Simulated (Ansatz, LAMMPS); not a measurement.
Si well of 12 atomic layers along [001] in random Si0.7Ge0.3, interfaces graded over 4 layers

Cell 16.67 × 16.67 × 49.58 Å, Si515Ge133, 648 atoms. Prepared with Tersoff's 1989 multicomponent potential (SiCGe.tersoff) in LAMMPS: minimisation. 

That structure was relaxed on with Ansatz (a program for electronic structure) with PBE, support functions at accuracy medium on the grid of 370 eV. Basis: localised support functions (accuracy medium) on a full density matrix. k-points: zone centre alone; occupations: Fermi-Dirac, 0.010 eV; spin polarisation not allowed. No spin-orbit coupling.

What does DFT change in the classical structure?

The energy falls by 0.3 meV an atom over 3 steps; atoms move by 0.011 Å root mean square, 0.03 Å at most.
```
quantity                   classical minimum  after DFT steps
-------------------------  -----------------  ---------------
4-fold atoms (%)                       100.0            100.0
spread of bond angles (°)                0.9              1.1
```
